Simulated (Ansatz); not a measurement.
An Ansatz (an electronic-structure program) run: LiNbO3 with a change (pressure 2.1 GPa); r2SCAN (Ansatz), spin-orbit coupling left out, earlier PAW set.

Input:

Ansatz 0.2 input:
```yaml
crystal:
  lattice:
    - [2.5611746553, 1.4786948767, 4.6198283832]
    - [-2.5611746553, 1.4786948767, 4.6198283832]
    - [0, -2.9573897533, 4.6198283832]
  atoms:
    - { symbol: Li, position: [0.7019305537, 0.7019305537, 0.7019305537] }
    - { symbol: Li, position: [0.2019305537, 0.2019305537, 0.2019305537] }
    - { symbol: Nb, position: [0.9841421862, 0.9841421862, 0.9841421862] }
    - { symbol: Nb, position: [0.4841421862, 0.4841421862, 0.4841421862] }
    - { symbol: O, position: [0.6206237193, 0.8777668995, 0.2652466412] }
    - { symbol: O, position: [0.8777668995, 0.2652466412, 0.6206237193] }
    - { symbol: O, position: [0.2652466412, 0.6206237193, 0.8777668995] }
    - { symbol: O, position: [0.7652466412, 0.3777668995, 0.1206237193] }
    - { symbol: O, position: [0.3777668995, 0.1206237193, 0.7652466412] }
    - { symbol: O, position: [0.1206237193, 0.7652466412, 0.3777668995] }
basis: { ecutwfc: 500, ecutrho_ratio: 4, xc_grid: 4, fft_grid_basis: typed }
kpoints: { mp_grid: { grid: [8, 8, 8] } }
hamiltonian:
  xc: r2scan
  dispersion: none
  pseudopotentials: { azcp: { folder: ./paw }, kind: paw }
scf: { occupations: { method: fermi_dirac, width: 0.05 } }
relax: { f_tol: 0.01, max_steps: 60, cell: { stress_tol: 0.02, p_target: 2.1 } }
output: { forces: true, stress: true }
checkpoint: { write: state.ck, write_every: 1000 }
```

Output (explanatory and most iteration lines left out):

```
Relaxation: its limit of steps is 60 (relax.max_steps)
Pseudopotential: Li, paw, valence charge 3
Pseudopotential: Nb, paw, valence charge 13
Pseudopotential: O, paw, valence charge 6
Crystal: 10 atoms, lattice volume = 104.977 Å³
Basis set: ecut = 500 eV, 2657 PW (Γ), exchange–correlation on 180×180×180 points (64 copies of the dense FFT grid, shifted against one another)
Bands: 44, of which v1, the nominal top of the filled ones, is band 34 counted from 1 (33 counted from 0)
Symmetry: 6 space group operations
Space group: R3c (ITA 161), of the structure as read, at distance tolerance 4.7e-5 Å
k-points: 65 of 512 (time reversal used)
Functional: x = r2scan, c = r2scan; τ floored in thin density (d = 2e-4 eV/Å³)
SCF iter   1: F=—  HF=-12962.838848 eV  |F-HF|=—  |Δ(HF+E_count)|=         —  Δρ=1.02e-1  dr2=1.20e1  dr2_τ=1.36e0  ethr=3.10e-3  ⟨swp⟩=6.3  Hψ=10652  notcnv=0
SCF iter   2: F=—  HF=-12961.174662 eV  |F-HF|=—  |Δ(HF+E_count)|=    1.66e0  Δρ=4.69e-2  dr2=8.93e-1  dr2_τ=6.25e-1  ethr=3.10e-3  ⟨swp⟩=3.0  Hψ=5708  notcnv=0  defer=257
SCF 1 converged in 9 iterations: F = -12961.451181 eV  dr2 = 1.37e-9
relax step   1: F+E_penalty+E_count = -12961.45118056 eV  Δ(F+E_penalty+E_count) = +0.000e0 eV  max|allowed force component| = 6.347e-3 eV/Å  Δτ_max = 0.0000 Å  P = +0.902 GPa  Ω = 104.977 Å³  (9 SCF iters, dr2 threshold 1.00e-7 eV, accepted)
[... steps on the carried basis left out ...]
relax step   6: F+E_penalty+E_count = -12961.44167484 eV  Δ(F+E_penalty+E_count) = +7.151e-4 eV  max|allowed force component| = 9.466e-3 eV/Å  Δτ_max = 0.0000 Å  P = +2.105 GPa  Ω = 103.963 Å³  stress off target by 1.35e-2 GPa  SCF on the basis re-selected at this cell (its energy is not comparable with the rows above)  (6 SCF iters)
SCF converged after 6 iterations
Free energy (F): -12961.441675 eV
Internal energy: -12961.441675 eV  (E = F + TS)
E sigma→0 (E₀):  -12961.441675 eV
Fermi energy:    9.127819 eV
--- Forces (eV/Å), atoms counted from 1 ---
  atom   1  Li     0.00000000     0.00000000     0.00152494
  atom   2  Li    -0.00000000     0.00000000     0.00152494
  atom   3  Nb    -0.00000000     0.00000000     0.00946307
  atom   4  Nb     0.00000000     0.00000000     0.00946307
  atom   5  O      0.00053244    -0.00183760    -0.00366793
  atom   6  O     -0.00185763     0.00045770    -0.00366793
  atom   7  O      0.00132519     0.00137991    -0.00366793
  atom   8  O      0.00185763     0.00045770    -0.00366793
  atom   9  O     -0.00053244    -0.00183760    -0.00366793
  atom  10  O     -0.00132519     0.00137991    -0.00366793
--- Stress (GPa, compression-positive) ---
        2.113530      -0.000000      -0.000000
       -0.000000       2.113530      -0.000000
       -0.000000      -0.000000       2.087918
  P = ⅓ Tr σ = 2.1050 GPa (21.050 kbar)
--- Relaxed structure (5 steps of the walk, 5 accepted, 1 SCFs on fresh bases) ---
  cell:  # Å, volume = 103.9632 Å³
    - [2.552197100989761, 1.4735116832980426, 4.607448472090614]
    - [-2.552197100989761, 1.4735116832980426, 4.607448472090614]
    - [1.4410674737025304e-18, -2.94702336654622, 4.607448472106562]
  atoms:
    - { symbol: Li, position: [0.7017390558389898, 0.7017390558389898, 0.7017390558389898] }
    - { symbol: Li, position: [0.20173905583898966, 0.20173905583898966, 0.20173905583898966] }
    - { symbol: Nb, position: [0.9842207345487657, 0.9842207345487657, 0.9842207345487657] }
    - { symbol: Nb, position: [0.48422073454876574, 0.48422073454876574, 0.48422073454876574] }
    - { symbol: O, position: [0.6186009154369978, 0.8792911306406361, 0.26585816343461033] }
    - { symbol: O, position: [0.8792911306406364, 0.26585816343461055, 0.6186009154369981] }
    - { symbol: O, position: [0.26585816343461055, 0.618600915436998, 0.8792911306406365] }
    - { symbol: O, position: [0.7658581634346104, 0.37929113064063646, 0.11860091543699802] }
    - { symbol: O, position: [0.3792911306406363, 0.11860091543699791, 0.7658581634346104] }
    - { symbol: O, position: [0.11860091543699802, 0.7658581634346104, 0.3792911306406364] }
```

Load acts through the strain it causes; cell and atoms are relaxed under it. Whether these cells are dynamically stable was not tested. The cell was made from LiNbO3 (space group R3c, No. 161) by this change: pressure 2.1 GPa.
